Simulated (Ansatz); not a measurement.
Start from BeTe in the zinc blende structure (space group F-43m, No. 216).

```cif
data_BeTe
_chemical_formula_sum 'Te1 Be1'
_space_group_name_H-M_alt 'P 1'
_space_group_IT_number 1
_cell_length_a 4.00488
_cell_length_b 4.00488
_cell_length_c 4.00488
_cell_angle_alpha 60.000
_cell_angle_beta 60.000
_cell_angle_gamma 60.000
loop_
_space_group_symop_operation_xyz
  'x, y, z'
loop_
_atom_site_label
_atom_site_type_symbol
_atom_site_fract_x
_atom_site_fract_y
_atom_site_fract_z
_atom_site_occupancy
Te1 Te 0.75000 0.75000 0.75000 1
Be1 Be 0.00000 0.00000 0.00000 1
```

Level of theory: PBE/PAW in Ansatz (an electronic-structure program), scalar-relativistic without spin-orbit coupling, earlier PAW set.

Base values:

| Item | Value |
|---|---|
| Smallest direct gap | 3.64 eV |
| Band gap | 2.03 eV |

The change: an isotropic linear strain of −1.73 %; the atoms relax in the strained cell.

Question: What happens to the smallest direct gap, energy relative to the base and band gap?

Answer: The smallest direct gap decreases by 0.04 eV to 3.60 eV; the energy grows by 11 meV/atom; the band gap shrinks by 0.13 eV to 1.90 eV.

Spin-orbit coupling, missing from the scalar runs, can matter with Te. Whether these cells are dynamically stable was not tested.
